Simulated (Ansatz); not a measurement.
End structure of the (000-1) surface of 4H silicon carbide, C-terminated, Br on every top atom (bottom of the slab: 1 H on 1 bottom site):

```xyz
10
Lattice="3.0941 0.0000 0.0000 -1.5470 2.6796 0.0000 0.0000 0.0000 28.0000" Properties=species:S:1:pos:R:3 pbc="T T T"
Si     1.5470     0.8932     9.6477
C      0.0000     0.0000    10.2819
Si     0.0000     0.0000    12.1755
C      0.0000     1.7864    12.8069
Si     0.0000     1.7864    14.7074
C      0.0000     0.0000    15.3435
Si     0.0000     0.0000    17.2401
C      1.5470     0.8932    17.8284
H      1.5470     0.8932     8.1478
Br     1.5470     0.8932    19.8097
```

Slab: 10 atoms, 11.7 Å thick at the start with caps and adatoms (thin: gaps and levels are the slab's own); k 10x10x1, smearing 0.025 eV, dipole-corrected; 2 atoms held, the rest relaxed; held to the start's symmetry, so lower structures may exist; no spin (no spin-polarised run to compare, though such a face may carry moments), no spin-orbit, no U. The slab shows no gap on its mesh. It is one candidate, not shown to be the stable structure of the face.

### Question
Predict the work function of the top face from PBE (Ansatz, an electronic-structure program).

### Answer
3.00 eV
